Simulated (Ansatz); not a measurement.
Surface energy of faces of MnP-type NiSi in PBE and in r2SCAN, in Ansatz (plane waves, PAW). Symmetric slabs relaxed with PBE from ideal cuts in 1x1 cells (the lowest computed cut and spin start of each face; real faces may reconstruct in larger cells); r2SCAN values are single points on them, with the bulk at the same level. No spin-orbit coupling, no U.

```json
[
 {"face": "(001)", "PBE (J/m²)": "1.86", "r2SCAN (J/m²)": "?"},
 {"face": "(010)", "PBE (J/m²)": "1.83", "r2SCAN (J/m²)": "1.99"},
 {"face": "(011)", "PBE (J/m²)": "1.56", "r2SCAN (J/m²)": "1.69"},
 {"face": "(100)", "PBE (J/m²)": "2.10", "r2SCAN (J/m²)": "2.35"},
 {"face": "(101)", "PBE (J/m²)": "1.80", "r2SCAN (J/m²)": "2.01"},
 {"face": "(110)", "PBE (J/m²)": "1.83", "r2SCAN (J/m²)": "1.94"},
 {"face": "(111)", "PBE (J/m²)": "1.62", "r2SCAN (J/m²)": "1.79"}
]
```

Question: Fit a straight line y = a·x + b by least squares to the 6 complete rows (x: PBE (J/m²); y: r2SCAN (J/m²)).

Answer: the means are x̄ = 1.7900 and ȳ = 1.9617; Σ(x − x̄)² = 0.18120 and Σ(x − x̄)(y − ȳ) = 0.21280, so a = 1.174 and b = ȳ − a·x̄ = -0.140. The largest residual is 0.069.

Question: What does the line predict for the withheld row, (001), and what did the calculation give?

Answer: the line gives 2.04; the calculation gave 2.03, a miss of -0.01, of the size of the fitted rows' scatter and rounding.

Ansatz is an electronic-structure program.
